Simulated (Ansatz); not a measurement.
Input and output of a self-consistent single point for LaNi2Ge2 (I4mm, 5 atoms in the cell) (Ansatz, a quantum-chemistry and plane-wave program).

Method: LDA (PW92), default PAW files made with PBE (plane waves; Ansatz).

```yaml
crystal:
  lattice:
    - [-2.09844, 2.09844, 4.95560]
    - [2.09844, -2.09844, 4.95560]
    - [2.09844, 2.09844, -4.95560]
  atoms:
    - { symbol: La, position: [0.00505, 0.00505, 0.00000] }
    - { symbol: Ni, position: [0.25000, 0.75000, 0.50000] }
    - { symbol: Ni, position: [0.75000, 0.25000, 0.50000] }
    - { symbol: Ge, position: [0.63661, 0.63661, 0.00000] }
    - { symbol: Ge, position: [0.36339, 0.36339, 0.00000] }
```

Reference input (self-consistent single point, DFT, LDA (PW92), plane waves, default PAW files made with PBE): basis.ecutwfc = 30.9 Ry; kpoints.mp_grid.grid = 9 9 9; hamiltonian.xc = lda; hamiltonian.pseudopotentials = {kind: paw} (the program's default PAW files); scf.occupations.method = gaussian; scf.occupations.width = 0.0073 Ry. This run's input differs from it in these lines:

Ansatz 0.2 input:
```diff
@@ -15,3 +15,3 @@
 kpoints:
-  mp_grid: { grid: [9, 9, 9] }
+  mp_grid: { grid: [15, 15, 15] }
 hamiltonian:
@@ -20,3 +20,3 @@
 scf:
-  occupations: { method: gaussian, width: 0.0073 Ry }
+  occupations: { method: fermi_dirac, width: 0.0007 Ry }
 output:
```

Log, with long lists cut:

```
SCF iter   1: F=—  HF=-26057.915262 eV  |F-HF|=—  |Δ(HF+E_count)|=         —  Δρ=9.52e-3  dr2=3.81e-2  ethr=1.77e-3  ⟨swp⟩=6.0  Hψ=44870  notcnv=0
all-band conjugate gradients solve this SCF's bands
preconditioner: auto → Kerker (q_TF=auto, 2.660 Å⁻¹)
SCF iter   2: F=—  HF=-26057.904968 eV  |F-HF|=—  |Δ(HF+E_count)|=   1.03e-2  Δρ=3.33e-3  dr2=1.22e-2  ethr=5.08e-5  ⟨swp⟩=2.2  Hψ=27573  notcnv=0  defer=710
   [... lines left out ...]
SCF iter   5: F=—  HF=-26057.901440 eV  |F-HF|=—  |Δ(HF+E_count)|=   2.38e-5  Δρ=1.19e-4  dr2=1.11e-5  ethr=6.28e-8  ⟨swp⟩=2.0  Hψ=21112  notcnv=0  defer=710
SCF iter   6: F=—  HF=-26057.901435 eV  |F-HF|=—  |Δ(HF+E_count)|=   5.48e-6  Δρ=3.91e-5  dr2=2.21e-6  ethr=1.48e-8  ⟨swp⟩=2.6  Hψ=24650  notcnv=0  defer=710
SCF iter   7: F=—  HF=-26057.901434 eV  |F-HF|=—  |Δ(HF+E_count)|=   3.42e-7  Δρ=1.49e-5  dr2=1.68e-7  ethr=2.94e-9  ⟨swp⟩=2.0  Hψ=18603  notcnv=0  defer=710
SCF iter   8: F=-26057.901434 eV  HF=-26057.901434 eV  |F-HF|=4.49e-9  |Δ(HF+E_count)|=   2.73e-8  Δρ=2.63e-6  dr2=7.58e-9  ethr=1.33e-10  ⟨swp⟩=9.8  Hψ=55366  notcnv=0
SCF 1 converged in 8 iterations: F = -26057.901434 eV  dr2 = 7.58e-9
Free energy (F): -26057.901434 eV
Internal energy: -26057.900000 eV  (E = F + TS)
E sigma→0 (E₀):  -26057.900717 eV
Entropy (-TS):   -0.001435 eV (-0.287 meV/atom)
Fermi energy:    13.505691 eV
--- Forces (eV/Å), atoms counted from 1 ---
  atom   1  La     0.00000000    -0.00000000    -0.23572011
  atom   2  Ni    -0.00000000     0.00000000     0.05786924
  atom   3  Ni     0.00000000     0.00000000     0.05786924
  atom   4  Ge     0.00000000     0.00000000     0.21146276
  atom   5  Ge    -0.00000000    -0.00000000    -0.09147816
--- Stress (GPa, compression-positive) ---
       -7.194190       0.000000       0.000000
        0.000000      -7.194190       0.000000
       -0.000000       0.000000      -6.457199
  P = ⅓ Tr σ = -6.9485 GPa (-69.485 kbar)
  The stress holds the Pulay correction. Without it, at fixed plane waves, as pw.x and ABINIT print it: P = -6.9902 GPa
```

The run converged in 8 iterations. Against the reference run the free energy goes up by 1.9 meV/atom, the pressure hardly changes (-6.93 to -6.95 GPa) and the largest force moves little (0.229 to 0.236 eV/Å).

The starting cell comes from a database of computed structures (which also holds hypothetical and non-ambient phases and stackings), without a prior relaxation at this level. Its lattice was rescaled by up to half a per cent. One atom was moved a little off its site on purpose. Spin polarisation is off. With a pressure of about -7 GPa the cell is away from its equilibrium volume at this level. Ansatz's pressure includes its estimate of the finite-basis (Pulay) stress.

Cost on one core of a shared machine: roughly 2 min.
